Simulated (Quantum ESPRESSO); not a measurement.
A working Quantum ESPRESSO input for SrNi2B2 (Pnnm, 20 atoms in the cell) (DFT, LDA (PZ), plane waves, PSlibrary ultrasoft (LDA) pseudopotentials):

```fortran
&CONTROL
  calculation = 'scf'
  prefix = 'run'
  outdir = './work'
  pseudo_dir = './'
  tprnfor = .true.
  tstress = .true.
/
&SYSTEM
  ibrav = 0
  celldm(1) = 11.87086267
  nat = 20
  ntyp = 3
  ecutwfc = 50
  ecutrho = 350
  occupations = 'smearing'
  smearing = 'cold'
  degauss = 0.0073499
/
&ELECTRONS
  conv_thr = 1.0e-11
  mixing_beta = 0.3
/
ATOMIC_SPECIES
Sr    87.6200  Sr.pz-spn-rrkjus_psl.1.0.0.UPF
Ni    58.6934  Ni.pz-n-rrkjus_psl.1.0.0.UPF
B     10.8100  B.pz-n-rrkjus_psl.1.0.0.UPF
ATOMIC_POSITIONS {crystal}
Sr    0.64138000    0.39827000    0.50000000
Sr    0.35862000    0.60173000    0.50000000
Sr    0.14138000    0.10173000    0.00000000
Sr    0.85862000    0.89827000    0.00000000
Ni    0.69428000    0.13039000    0.50000000
Ni    0.30572000    0.86961000    0.50000000
Ni    0.19428000    0.36961000    0.00000000
Ni    0.80572000    0.63039000    0.00000000
Ni    0.62378000    0.75829000    0.50000000
Ni    0.37622000    0.24171000    0.50000000
Ni    0.12378000    0.74171000    0.00000000
Ni    0.87622000    0.25829000    0.00000000
B     0.07208000    0.44609000    0.50000000
B     0.92792000    0.55391000    0.50000000
B     0.57208000    0.05391000    0.00000000
B     0.42792000    0.94609000    0.00000000
B     0.06059000    0.30986000    0.50000000
B     0.93941000    0.69014000    0.50000000
B     0.56059000    0.19014000    0.00000000
B     0.43941000    0.80986000    0.00000000
K_POINTS {automatic}
3 2 6  0 0 0
CELL_PARAMETERS {alat}
   1.00000000     0.00000000     0.00000000
   0.00000000     2.13073025     0.00000000
   0.00000000     0.00000000     0.51732548
```

The run converged in 19 iterations: free energy E − TS -15413.7570 eV; Fermi level (on the code's own zero) 10.27 eV; pressure -8.20 GPa; largest force (vector length) 0.452 eV/Å. Each of these slips is then made, one at a time:

(1)
```diff
-3 2 6  0 0 0
+1 1 1  0 0 0
```

(2)
```diff
-  ecutwfc = 50
-  ecutrho = 350
+  ecutwfc = 25
+  ecutrho = 175
```

Q: How does each altered input end?

A: 
(1) A single k-point for a small metallic cell. The run converged in 21 iterations without an error; against the sound input the free energy goes up by 22.8 meV/atom, the pressure goes from -8.20 to -1.17 GPa and the largest force goes from 0.452 to 1.690 eV/Å.

(2) An energy in the wrong unit. The run converged in 19 iterations without an error; against the sound input the free energy rises by 486 meV/atom, the pressure goes from -8.20 to -44.75 GPa and the largest force goes from 0.452 to 0.391 eV/Å.

The starting cell comes from a database of computed structures (which also holds hypothetical and non-ambient phases and stackings), without a prior relaxation at this level. Spin polarisation is off. In the base run, with a pressure of about -8 GPa the cell is away from its equilibrium volume at this level. Without a gap this mesh is coarse (it stands for a supercell whose shortest vector is 19 Å).

Left out of this page: 4 runs of the series outside the window shown, repeating another row's setting, or not comparable.
